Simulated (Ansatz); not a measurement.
Base system: GaN (space group P6_422, No. 181; a hypothetical phase, not in the database extracts checked).

```yaml
crystal:
  lattice:
    - [3.12514, 0.00000, 0.00000]
    - [-1.56257, 2.70645, 0.00000]
    - [0.00000, 0.00000, 7.35867]
  atoms:
    - { symbol: Ga, position: [0.50000, 0.50000, 0.16667] }
    - { symbol: Ga, position: [0.50000, 0.00000, 0.50000] }
    - { symbol: Ga, position: [0.00000, 0.50000, 0.83333] }
    - { symbol: N, position: [0.50000, 0.50000, 0.66667] }
    - { symbol: N, position: [0.50000, 0.00000, 0.00000] }
    - { symbol: N, position: [0.00000, 0.50000, 0.33333] }
```

Levels (all Ansatz, an electronic-structure program, PAW): PBEsol (420 eV, no SOC); r2SCAN (500 eV, no SOC).

The geometry is relaxed with PBEsol.

| Item | Result |
|---|---|
| PBEsol smallest direct gap | 1.49 eV |
| PBEsol width of the top valence band | 1.46 eV |
| PBEsol lowest conduction level above the VBM at special points | Γ 1.47 eV; M 2.85 eV; A 3.27 eV; L 3.46 eV |

**Question.** What does r2SCAN give at this geometry for the smallest direct gap, width of the top valence band and lowest conduction level above the VBM at special points?

**Answer.** The smallest direct gap rises by 0.47 eV, from 1.49 eV to 1.96 eV; the width of the top valence band grows by 0.03 eV to 1.49 eV; the lowest conduction level above the VBM at special points becomes Γ 1.90 eV; M 3.41 eV; A 3.74 eV; L 4.04 eV (PBEsol: Γ 1.47 eV; M 2.85 eV; A 3.27 eV; L 3.46 eV).

Single points use the geometry relaxed with PBEsol. Whether these cells are dynamically stable was not tested. The base started in P3_121 and relaxed to P6_422 at this level.
